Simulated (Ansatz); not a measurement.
**HfS2, response to strain**

Consider HfS2 in the CdI2 type structure (space group P-3m1, No. 164; layered, stacked along the Cartesian z axis).

```
CELL_PARAMETERS angstrom
      3.54747     0.00000     0.00000
     -1.77373     3.07220     0.00000
      0.00000     0.00000     5.57685
ATOMIC_POSITIONS crystal
  Hf 0.00000 0.00000 0.00000
  S  0.66667 0.33333 0.26190
  S  0.33333 0.66667 0.73810
```

Cartesian axes are those of the cell as printed.

Strains are applied to the cell and any free atomic positions relax; under biaxial strain the out-of-plane vector relaxes too.

Calculations: DFT with PBEsol-D3(BJ), PAW potentials and a 420 eV plane-wave cutoff in Ansatz (a quantum-chemistry and plane-wave program), no spin-orbit coupling.

| biaxial strain, plane normal [001], relaxed out of plane (%) | band gap (eV) |
|---|---|
| 0 | 0.45 |
| 0.5 | 0.49 |
| 1 | 0.52 |
| 1.5 | 0.56 |
| 2 | 0.60 |
| 2.5 | ? |
| 3 | 0.67 |

Q: Fit E_g = E₀ + Dε (ε in %) to the rows shown and predict the withheld row.

A: Least squares on the printed values gives E₀ = 0.45 eV, D = 73.4 meV per % of strain (largest residual 0.00 eV); this predicts 0.63 eV, and the run gives 0.63 eV, in agreement.

With Hf present, leaving out spin-orbit coupling can change the band edges. Stability against distortions was not tested.
